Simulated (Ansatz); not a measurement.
## GaN in the zinc blende structure (space group F-43m, No. 216)

```
CELL_PARAMETERS angstrom
      0.00000     2.27425     2.27425
      2.27425     0.00000     2.27425
      2.27425     2.27425     0.00000
ATOMIC_POSITIONS crystal
  Ga 0.00000 0.00000 0.00000
  N  0.25000 0.25000 0.25000
```

The values are results of PBE (Ansatz, a first-principles code, PAW, spin-orbit coupling left out), not measurements. Γ-centred 12×12×12 mesh, Fermi–Dirac width 0.05 eV.

```yaml
volume_per_atom: 11.76 Å³
density: 5.91 g/cm³
band_gap: 1.54 eV, direct at Γ
electron_mass: 0.14 mₑ
Hole mass (degenerate bands, along [100]): 0.14, 0.90, 0.90 mₑ
Lowest conduction-band minima above the VBM: Γ 1.54 eV
total_energy: -2083.954 eV/atom (σ→0; compares only within this code and set-up)
```

Masses are band curvatures over ±0.01 Å⁻¹ around the edge. No phonon test of stability was made. This is not the structure that GaN has at room temperature and ambient pressure.
